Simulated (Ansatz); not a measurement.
Take TiTe$_{2}$ in the CdI2 type structure (space group P-3m1, No. 164; a = 3.698 Å, c = 6.384 Å; layered, stacked along the Cartesian z axis; relaxed with 0.1 eV smearing) as the base. Axes: x lies along a and z along c of the hexagonal cell.

(Cell as relaxed with PBE-D3(BJ).)

Levels (all Ansatz, an electronic-structure program, PAW, earlier PAW set): PBE-D3(BJ) (420 eV, no spin-orbit coupling); r2SCAN+rVV10 (500 eV, no spin-orbit coupling).

Each level relaxes its own structure.

| base | PBE-D3(BJ) | r2SCAN+rVV10 |
|---|---|---|
| volume per atom | 25.21 Å³ | 27.31 Å³ |
| lattice parameter a | 3.698 Å | 3.782 Å |
| band gap | zero | zero |

It is then changed as follows: the cell is stretched by 3.95 % along z with no lateral relaxation, atoms relaxed at fixed cell.

```json
[
 {"quantity": "pressure (mean of the normal stresses, compression positive)", "PBE-D3(BJ)": "-1.0 GPa", "r2SCAN+rVV10": "[?]"},
 {"quantity": "shortest interatomic distance", "PBE-D3(BJ)": "2.760 Å", "r2SCAN+rVV10": "[?]"},
 {"quantity": "largest internal atomic displacement", "PBE-D3(BJ)": "0.050 Å", "r2SCAN+rVV10": "[?]"},
 {"quantity": "energy relative to the base (free energy F)", "PBE-D3(BJ)": "+6.1 meV/atom", "r2SCAN+rVV10": "[?]"}
]
```

Predict the r2SCAN+rVV10 column.


- pressure (mean of the normal stresses, compression positive), r2SCAN+rVV10: -0.7 GPa
- shortest interatomic distance, r2SCAN+rVV10: 2.773 Å
- largest internal atomic displacement, r2SCAN+rVV10: 0.056 Å
- energy relative to the base (free energy F), r2SCAN+rVV10: +3.6 meV/atom

PBE-D3(BJ)'s pressure lies 0.38 GPa below r2SCAN+rVV10's; PBE-D3(BJ)'s shortest interatomic distance lies 0.013 Å below r2SCAN+rVV10's (0.5 %); PBE-D3(BJ)'s largest internal atomic displacement lies 0.0054 Å below r2SCAN+rVV10's; PBE-D3(BJ)'s energy relative to the base lies 2.5 meV/atom above r2SCAN+rVV10's. Neither level is exact; r2SCAN+rVV10 is the comparison here, not a measurement.

The cells carry an imposed strain or load. Whether these cells are dynamically stable was not tested. The final runs are not spin-polarised.
